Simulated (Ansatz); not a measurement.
An Ansatz (a quantum-chemistry and plane-wave program) run: ZrSe2 with a change (isotropic strain +4.22 %); PBEsol-D3(BJ), PAW, 420 eV (Ansatz; no spin-orbit coupling).

Input:

Ansatz 0.2 input:
```yaml
crystal:
  lattice:
    - [3.8143799733, 0, 0]
    - [-1.9071899867, 3.3033499566, 0]
    - [0, 0, 6.0878078861]
  atoms:
    - { symbol: Zr, position: [0, 0, 0] }
    - { symbol: Se, position: [0.3333333333, 0.6666666667, 0.2753451527] }
    - { symbol: Se, position: [0.6666666667, 0.3333333333, 0.7246548473] }
basis: { ecutwfc: 420, ecutrho_ratio: 4, xc_grid: 2, fft_grid_basis: typed }
kpoints: { mp_grid: { grid: [18, 18, 10] } }
hamiltonian:
  xc: pbesol
  dispersion: d3bj
  pseudopotentials: { kind: paw }
scf: { occupations: { method: fermi_dirac, width: 0.1 }, convergence: { dr2_threshold: 0.0000000003 } }
relax: { f_tol: 0.005, max_steps: 50 }
output: { forces: true, stress: true }
checkpoint: { write: state.ck, write_every: 1000 }
```

Output (explanatory and most iteration lines left out):

```
Relaxation: its limit of steps is 50 (relax.max_steps)
Pseudopotential: Zr, paw, valence charge 12
Pseudopotential: Se, paw, valence charge 16
Crystal: 3 atoms, lattice volume = 76.708 Å³
Basis set: ecut = 420 eV, 1485 PW (Γ), exchange–correlation on 54×54×90 points (8 copies of the dense FFT grid, shifted against one another)
Bands: 27, of which v1, the nominal top of the filled ones, is band 22 counted from 1 (21 counted from 0)
Symmetry: 12 space group operations
Space group: P-3m1 (ITA 164), of the structure as read, at distance tolerance 4.2e-5 Å
k-points: 330 of 3240
Functional: x = pbesol(κ = 0.804, μ = 0.12345679012345678), c = pbesol(β = 0.046)
SCF iter   1: F=—  HF=-14981.996272 eV  |F-HF|=—  |Δ(HF+E_count)|=         —  Δρ=2.39e-3  dr2=5.85e-3  ethr=1.77e-3  ⟨swp⟩=5.3  Hψ=32064  notcnv=0
SCF iter   2: F=—  HF=-14981.995170 eV  |F-HF|=—  |Δ(HF+E_count)|=   1.10e-3  Δρ=1.32e-3  dr2=1.36e-3  ethr=1.33e-5  ⟨swp⟩=2.9  Hψ=18833  notcnv=0
SCF 1 converged in 10 iterations: F = -14981.995126 eV  dr2 = 3.15e-11
relax step   1: F+E_penalty+E_count = -14981.99512606 eV  Δ(F+E_penalty+E_count) = +0.000e0 eV  max|allowed force component| = 1.162e0 eV/Å  Δτ_max = 0.0000 Å  (10 SCF iters, accepted)
Crystal: 3 atoms, lattice volume = 76.708 Å³
SCF iter   1: F=—  HF=-14982.134511 eV  |F-HF|=—  |Δ(HF+E_count)|=         —  Δρ=1.23e-2  dr2=9.87e-2  ethr=2.35e-4  ⟨swp⟩=1.0  Hψ=36856  notcnv=0
SCF iter   2: F=—  HF=-14982.105003 eV  |F-HF|=—  |Δ(HF+E_count)|=   2.95e-2  Δρ=5.82e-3  dr2=2.16e-2  ethr=2.24e-4  ⟨swp⟩=2.1  Hψ=12372  notcnv=0
SCF 2 converged in 10 iterations: F = -14982.099070 eV  dr2 = 4.96e-11
relax step   2: F+E_penalty+E_count = -14982.09906978 eV  Δ(F+E_penalty+E_count) = -1.039e-1 eV  max|allowed force component| = 6.803e-1 eV/Å  Δτ_max = 0.1950 Å  (10 SCF iters, accepted)
Crystal: 3 atoms, lattice volume = 76.708 Å³
SCF iter   1: F=—  HF=-14982.149994 eV  |F-HF|=—  |Δ(HF+E_count)|=         —  Δρ=4.73e-3  dr2=1.28e-2  ethr=3.09e-4  ⟨swp⟩=3.9  Hψ=21952  notcnv=0
SCF iter   2: F=—  HF=-14982.146247 eV  |F-HF|=—  |Δ(HF+E_count)|=   3.75e-3  Δρ=2.45e-3  dr2=4.45e-3  ethr=2.90e-5  ⟨swp⟩=1.2  Hψ=12034  notcnv=0
SCF 3 converged in 11 iterations: F = -14982.144997 eV  dr2 = 2.29e-11
relax step   3: F+E_penalty+E_count = -14982.14499688 eV  Δ(F+E_penalty+E_count) = -4.593e-2 eV  max|allowed force component| = 3.859e-2 eV/Å  Δτ_max = 0.0723 Å  (11 SCF iters, accepted)
Crystal: 3 atoms, lattice volume = 76.708 Å³
SCF iter   1: F=—  HF=-14982.145170 eV  |F-HF|=—  |Δ(HF+E_count)|=         —  Δρ=2.67e-4  dr2=4.45e-5  ethr=9.05e-7  ⟨swp⟩=2.0  Hψ=17900  notcnv=0
SCF iter   2: F=—  HF=-14982.145155 eV  |F-HF|=—  |Δ(HF+E_count)|=   1.47e-5  Δρ=1.38e-4  dr2=1.36e-5  ethr=1.01e-7  ⟨swp⟩=1.0  Hψ=11597  notcnv=0
SCF 4 converged in 8 iterations: F = -14982.145151 eV  dr2 = 8.07e-11
relax step   4: F+E_penalty+E_count = -14982.14515082 eV  Δ(F+E_penalty+E_count) = -1.539e-4 eV  max|allowed force component| = 4.784e-4 eV/Å  Δτ_max = 0.0040 Å  (8 SCF iters, accepted)
SCF converged after 8 iterations
Free energy (F): -14982.145151 eV
Internal energy: -14982.138414 eV  (E = F + TS)
E sigma→0 (E₀):  -14982.141782 eV
Entropy (-TS):   -0.006737 eV (-2.246 meV/atom)
Fermi energy:    8.895858 eV
  E_disp       = -1.088157  (pairwise vdW)
--- Forces (eV/Å), atoms counted from 1 ---
  atom   1  Zr    -0.00000000     0.00000000     0.00000000
  atom   2  Se    -0.00000000     0.00000000     0.00047837
  atom   3  Se     0.00000000    -0.00000000    -0.00047837
--- Stress (GPa, compression-positive) ---
       -5.146603       0.000000      -0.000000
        0.000000      -5.146603       0.000000
       -0.000000       0.000000      -2.485921
  P = ⅓ Tr σ = -4.2597 GPa (-42.597 kbar)
--- Relaxed structure (4 steps of the walk, 4 accepted, 0 SCFs on fresh bases) ---
  atoms:
    - { symbol: Zr, position: [-4.871668738305351e-34, 1.7855088114717394e-34, 4.7491738362770126e-20] }
    - { symbol: Se, position: [0.3333333333333333, 0.6666666666666666, 0.2545295240341978] }
    - { symbol: Se, position: [0.6666666666666667, 0.33333333333333337, 0.7454704759658024] }
```

Stability against distortions was not tested. The cell was made from ZrSe₂ in the CdI2 type structure (space group P-3m1, No. 164; layered, stacked along the Cartesian z axis) by this change: isotropic strain +4.22 %.
